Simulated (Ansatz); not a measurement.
Take NiSi (space group Pnma, No. 62; a = 5.105 Å, b = 3.360 Å, c = 5.504 Å; non-magnetic) as the base. Axes: x, y, z lie along a, b, c of the conventional cell.

All numbers come from PBEsol/PAW in Ansatz (a quantum-chemistry and plane-wave program), no spin-orbit coupling.

For the base:

| Property | Result |
|---|---|
| Volume per atom | 11.80 Å³ |
| Pressure | 0.0 GPa |

The change: biaxial strain −0.95 %, plane normal [001], relaxed out of plane (Cartesian); in-plane vectors clamped, the third vector and the atoms free.

Problem. How does this affect the volume per atom and pressure?

Solution. The volume per atom falls by 0.09 Å³, from 11.80 Å³ to 11.71 Å³; the pressure (mean of the normal stresses, compression positive) goes from zero to 1.9 GPa.

Whether these cells are dynamically stable was not tested. Seeded moments were not kept for the base. All final runs are without spin polarisation.
